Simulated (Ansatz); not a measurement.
The reference is Rh in the fcc (Cu type) structure (space group Fm-3m, No. 225; a = 3.8320 Å; relaxed with 0.1 eV smearing).

All numbers come from plane-wave PAW DFT at the PBE level (Ansatz, a program for electronic structure, 420 eV), scalar-relativistic without spin-orbit coupling.

Before the change:

```
Quantity    Value
--------  -------
Pressure  0.0 GPa
```

Now apply this change: every lattice vector is stretched by 1.00 %, atoms relaxed at fixed cell.

How does this affect the pressure?

The pressure goes from zero to -7.0 GPa.

What does the calculation give for the energy relative to the base after the change?

The energy goes up by 9.6 meV/atom.

The cells carry an imposed strain or load. Whether these cells are dynamically stable was not tested. The final runs are not spin-polarised. Rh lies near a magnetic instability that expansion can trigger; it was not tested.
